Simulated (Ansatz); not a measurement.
Levels about the gap of amorphous Si$_{24}$O$_{51}$Sc$_{2}$ (77 atoms in a cell of 1152 Å³, 2.28 g/cm³; zone centre alone, so wide bands show as single levels with stretches between that a denser mesh fills), at the geometry that PBE relaxed, where it gives 0.7 GPa on a denser mesh. The participation number counts the atoms over which a state spreads; weights are charges in smoothed Voronoi cells. The levels come from a single point, so bond lengths are those of that geometry. Method of the levels: PBE, scalar-relativistic without spin-orbit coupling (Ansatz, a program for electronic structure). Sampling: the zone centre alone; Fermi-Dirac width 0.02 eV; no spin polarisation. At PBE the levels at both edges of the gap are localised (band-tail or defect states), and the nearest spread-out levels lie 6.5 eV apart at the zone centre.

The cell was made by melting and quenching with the CHGNet potential and then relaxed with DFT. O atoms were pushed apart under 1.9 Å during the dynamics, to hinder bonds among them. The hot cell started wider than the set density and was brought back towards it in steps. It is the lowest in DFT energy of 2 quenches. It is a model cell: composition and starting density were chosen by hand, and all elements were melted together. No dispersion term was used. Its density started from a set value of 2.28 and ended at 2.28 g/cm³. The quench (nominally 480 K/ps over its main leg) was far faster than any real one, so the model tends to hold more defects than a real film. One small periodic cell is one sample of the glass; other quenches scatter about these values. The volume was held where the preparation left it and the shape relaxed, at a PBE pressure of 0.7 GPa. Stress components on the final sampling reach 0.7 GPa.

```tsv
E - E(highest filled), eV	filling	participation number	largest on	weight O	weight Sc	weight Si
-0.73	filled	16.3	O, 2 neighbours	0.95	0.02	0.04
-0.63	filled	10.0	O, 2 neighbours	0.95	0.02	0.03
-0.61	filled	16.3	O, 2 neighbours	0.94	0.03	0.03
-0.47	filled	6.9	O, 2 neighbours	0.93	0.04	0.03
-0.42	filled	5.8	O, 2 neighbours	0.94	0.02	0.04
-0.28	filled	4.4	O, 2 neighbours	0.94	0.02	0.03
0.00	filled	3.2	O, 2 neighbours	0.94	0.03	0.03
4.38	empty	4.7	Sc, 4 neighbours	0.43	0.47	0.10
4.80	empty	5.6	Sc, 4 neighbours	0.37	0.52	0.11
4.93	empty	3.4	Sc, 4 neighbours	0.28	0.65	0.07
5.13	empty	2.8	Sc, 5 neighbours	0.24	0.71	0.05
5.21	empty	3.1	Sc, 4 neighbours	0.22	0.74	0.04
5.37	empty	3.8	Sc, 5 neighbours	0.24	0.70	0.05
5.47	empty	3.0	Sc, 5 neighbours	0.23	0.71	0.06
```

Most localised among these is the empty level at +5.13 eV, on a Sc atom, which has 5 neighbours (O 1.92 Å, O 1.98 Å, O 2.01 Å, O 2.47 Å, O 2.55 Å).
